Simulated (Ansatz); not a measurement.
An input for Ansatz (LDA) and the part of its output that reports the quasi-harmonic study. Lengths are of the primitive cell. The pressure is 30 GPa. The structure is held there; whether it is the stable one at that pressure was not tested.

Ansatz 0.2 input:
```yaml
crystal:
  lattice:
    - [0.0, 1.7321661946, 1.7321661946]
    - [1.7321661946, 0.0, 1.7321661946]
    - [1.7321661946, 1.7321661946, 0.0]
  atoms:
    - { symbol: C, position: [0.0, 0.0, 0.0] }
    - { symbol: C, position: [0.25, 0.25, 0.25] }
kpoints:
  mp_grid: { grid: [16, 16, 16] }
hamiltonian:
  xc: lda
  pseudopotentials: { kind: paw }
scf:
  occupations: { method: fixed }
phonons:
  method: dfpt
  qmesh: [8, 8, 8]
  temperatures: { t_max: 1000, t_step: 25 }
  thermal_expansion: { pressure: 30 }
checkpoint:
  write: run
```

```
--- Thermal expansion: 10 cells in 3 rounds, 30 GPa ---
  no lower state was reached at cell 4
  without vibrations: a 2.44980, b 2.44980, c 2.44980 Å, V 10.3962 Å³, B 573.10 GPa
  at 0 K: a 2.45790, b 2.45790, c 2.45790 Å, V 10.4997 Å³, B 562.13 GPa
  zero-point expansion: a +0.331, b +0.331, c +0.331, V +0.995 %
      T/K        a/Å        b/Å        c/Å       V/Å³ | expansion of a, b, c, V (1e-6/K)   | that of V in the mean from 25 °C | C_P, C_V (J/mol K of the cell) | B_T, B_S (GPa)
     0.00    2.45790    2.45790    2.45790    10.4997 |    0.00    0.00    0.00    0.00 |    0.56 |     0.000     0.000 |   562.13   562.13
   100.00    2.45790    2.45790    2.45790    10.4997 |    0.02    0.02    0.02    0.07 |    0.84 |     0.433     0.433 |   562.12   562.13
   200.00    2.45792    2.45792    2.45792    10.5000 |    0.23    0.23    0.23    0.70 |    1.37 |     4.218     4.217 |   562.01   562.05
   298.15    2.45803    2.45803    2.45803    10.5014 |    0.72    0.72    0.72    2.15 |       - |    11.131    11.126 |   561.53   561.78
   375.00    2.45821    2.45821    2.45821    10.5037 |    1.19    1.19    1.19    3.58 |    2.86 |    17.078    17.061 |   560.82   561.38
   475.00    2.45858    2.45858    2.45858    10.5085 |    1.78    1.78    1.78    5.35 |    3.78 |    24.007    23.959 |   559.52   560.64
   575.00    2.45908    2.45908    2.45908    10.5149 |    2.27    2.27    2.27    6.82 |    4.62 |    29.525    29.431 |   557.92   559.71
   675.00    2.45969    2.45969    2.45969    10.5227 |    2.66    2.66    2.66    7.97 |    5.37 |    33.740    33.589 |   556.14   558.64
   775.00    2.46038    2.46038    2.46038    10.5316 |    2.95    2.95    2.95    8.86 |    6.01 |    36.936    36.722 |   554.23   557.46
   875.00    2.46114    2.46114    2.46114    10.5413 |    3.18    3.18    3.18    9.55 |    6.58 |    39.377    39.097 |   552.24   556.19
   975.00    2.46195    2.46195    2.46195    10.5516 |    3.37    3.37    3.37   10.10 |    7.06 |    41.269    40.921 |   550.19   554.86
  1000.00    2.46215    2.46215    2.46215    10.5543 |    3.41    3.41    3.41   10.22 |    7.18 |    41.674    41.309 |   549.67   554.52
  the static fit leaves 0.001 meV an atom of the energies and, of the stresses, 0.001 GPa of each cell's largest along a strain (root mean squares over the cells), whose Pulay part it has at -0.112 GPa
  vibrations' free energy: its fit passes through its cells
  the electrons' free energy at temperature is not in it: every band gap is over 1.03 eV
  free energies summed between the sampled wave vectors
  estimated error of the fitted expansion in any direction: up to 0.015e-6/K, at 1000 K, with few degrees of freedom (an estimate, not a bound: it was exceeded on models of known expansion)
  by sums over the sampled wave vectors an expansion of the volume parts by up to 0.01e-6/K
  by a static energy of one degree less an expansion of the volume parts by up to 0.00e-6/K
  band gaps on the cells' k-points are 4.244 to 4.398 eV
```

Warnings of the run: thermal_expansion_settings.

Cost: very roughly 90 core-minutes.

The crystal is held in this phase throughout; melting and phase transitions are not modelled.

Ansatz is a first-principles code.
